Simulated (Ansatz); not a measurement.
Spacing of the highest filled and lowest empty level at the zone centre in eight small model glasses of hand-chosen composition and density, fast-quenched (anions pushed apart in CHGNet runs), each at its PBE geometry, by PBE and by HSE06 (Ansatz, a quantum-chemistry and plane-wave program, plane waves, PAW). The cells are the first eight to finish that balance their formal charges, show no moments and no lower geometry on charging where those were tested, and have a gap at both levels; defect levels can set the spacings, and exact exchange is cut at the cells' faces.

| cell | quench by | pressure (GPa) | levels at the gap | PBE (eV) | experiment, tabulated (eV) |
|---|---|---|---|---|---|
| Ti20O45P2 | CHGNet | 0.4 | localised at the filled edge | 2.38 | - |
| Ti20O41Ca | CHGNet | 0.5 | localised at the filled edge | 2.75 | - |
| Al60O96H12 | CHGNet | 0.0 | localised at the filled edge | 3.15 | - |
| Hf18O39Y2 | CHGNet | 3.6 | localised at the filled edge | 3.64 | - |
| Zr20O43Y2 | CHGNet | -0.2 | localised at the filled edge | 3.36 | - |
| Al28O44Ti | CHGNet | 0.0 | localised at both edges | 2.58 | - |
| Ti20O41Ba | CHGNet | -0.3 | spread | 2.70 | - |
| Al28O43K2 | CHGNet | 2.3 | localised at the filled edge | 3.15 | - |

Problem. What does HSE06 give, and how does it move these values against PBE?

Solution. Ti20O45P2 3.91, Ti20O41Ca 4.27, Al60O96H12 4.80, Hf18O39Y2 5.16, Zr20O43Y2 4.89, Al28O44Ti 4.29, Ti20O41Ba 4.21, Al28O43K2 4.84 eV. It raises them by +1.51 to +1.71 eV, +1.58 eV on average. A straight line through the eight gives HSE06 = 0.98 × PBE +1.63 eV, with a scatter of 0.08 eV.
